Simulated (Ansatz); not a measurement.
Ansatz (a first-principles code) run on a (110) slab of SrAl2 (cut from a parent of space group no. 74; 12 atoms in the cell): self-consistent single point.

Computed with PBEsol, default PAW files made with PBE (plane waves; Ansatz).

```
Al2Sr
1.0
    6.05984     0.00000     0.00000
   -7.01472     5.98414     0.00000
    0.00000     0.00000    21.61880
Al Sr
8 4
Cartesian
  1.68220   0.22572   9.04490
 -0.20998   3.68791   8.48430
 -0.17826   1.81284  10.52911
  1.65048   2.10079   7.00000
 -3.44416   4.59892  13.13450
  1.67838   2.07698  12.57391
  1.71010   0.20191  14.61881
  3.53884   0.48986  11.08969
  4.79069   0.56233   7.74210
 -3.31847   3.35130   9.78701
 -0.33567   4.93554  11.83180
 -1.43011   1.74037  13.87661
```

Reference input (self-consistent single point, DFT, PBEsol, plane waves, default PAW files made with PBE): basis.ecutwfc = 420 eV; kpoints.mp_grid.grid = 5 3 1; hamiltonian.xc = pbesol; hamiltonian.pseudopotentials = {kind: paw} (the program's default PAW files); scf.occupations.method = gaussian; scf.occupations.width = 0.1 eV. This run's input differs from it in these lines:

Ansatz 0.2 input:
```diff
@@ -20,3 +20,3 @@
 basis:
-  ecutwfc: 420.0 eV
+  ecutwfc: 210.0 eV
 kpoints:
```

Output, abridged:

```
SCF iter   1: F=—  HF=-18160.247300 eV  |F-HF|=—  |Δ(HF+E_count)|=         —  Δρ=4.77e-3  dr2=1.40e-1  ethr=1.77e-3  ⟨swp⟩=11.6  Hψ=2086  notcnv=0
all-band conjugate gradients solve this SCF's bands
preconditioner: auto → LDOS
SCF iter   2: F=—  HF=-18160.238760 eV  |F-HF|=—  |Δ(HF+E_count)|=   8.54e-3  Δρ=1.26e-3  dr2=1.67e-2  ethr=2.18e-4  ⟨swp⟩=2.1  Hψ=677  notcnv=0  defer=23
   [... lines left out ...]
SCF iter   5: F=—  HF=-18160.236244 eV  |F-HF|=—  |Δ(HF+E_count)|=   6.42e-5  Δρ=5.05e-5  dr2=7.12e-5  ethr=8.77e-7  ⟨swp⟩=2.0  Hψ=485  notcnv=0  defer=23
SCF iter   6: F=—  HF=-18160.236048 eV  |F-HF|=—  |Δ(HF+E_count)|=   1.96e-4  Δρ=1.47e-5  dr2=4.04e-6  ethr=1.11e-7  ⟨swp⟩=2.4  Hψ=530  notcnv=0  defer=23
SCF iter   7: F=—  HF=-18160.236049 eV  |F-HF|=—  |Δ(HF+E_count)|=   3.57e-7  Δρ=4.07e-6  dr2=4.09e-7  ethr=6.31e-9  ⟨swp⟩=2.2  Hψ=498  notcnv=0  defer=22
SCF iter   8: F=-18160.236049 eV  HF=-18160.236049 eV  |F-HF|=2.53e-8  |Δ(HF+E_count)|=   2.19e-9  Δρ=1.34e-6  dr2=2.77e-8  ethr=1.56e-10  ⟨swp⟩=17.4  Hψ=1913  notcnv=0
SCF 1 converged in 8 iterations: F = -18160.236049 eV  dr2 = 2.77e-8
Free energy (F): -18160.236049 eV
Internal energy: -18160.185563 eV  (E = F + TS)
E sigma→0 (E₀):  -18160.210806 eV
Entropy (-TS):   -0.050485 eV (-4.207 meV/atom)
Fermi energy:    0.493760 eV
--- Forces (eV/Å), atoms counted from 1 ---
  atom   1  Al     0.13537886     0.00166238     0.06574264
  atom   2  Al     0.15793737    -0.11741461    -0.24958062
  atom   3  Al     0.11602912     0.19295781     0.02461468
  atom   4  Al    -0.23145036     0.16172277     0.31695793
  atom   5  Al    -0.15793737     0.11741461     0.24958062
  atom   6  Al    -0.13537886    -0.00166238    -0.06574264
  atom   7  Al     0.23145036    -0.16172277    -0.31695793
  atom   8  Al    -0.11602912    -0.19295781    -0.02461468
   [... lines left out ...]
  atom  12  Sr     0.20928053     0.01678191     0.44294182
--- Stress (GPa, compression-positive) ---
       -0.659312       0.078798       0.298203
        0.078798      -0.660285      -0.226717
        0.298203      -0.226717       0.198469
  P = ⅓ Tr σ = -0.3737 GPa (-3.737 kbar)
  The stress holds the Pulay correction. Without it, at fixed plane waves, as pw.x and ABINIT print it: P = -2.4488 GPa
```

The run converged in 8 iterations. Against the reference run the free energy rises by 234 meV/atom and the largest force goes from 0.515 to 0.490 eV/Å.

The starting cell comes from a database of computed structures (which also holds hypothetical and non-ambient phases and stackings), without a prior relaxation at this level. The slab is cut from that crystal, and its faces are unrelaxed. Its lattice was rescaled by up to half a per cent. The cutoff lies below the one recommended for these files.
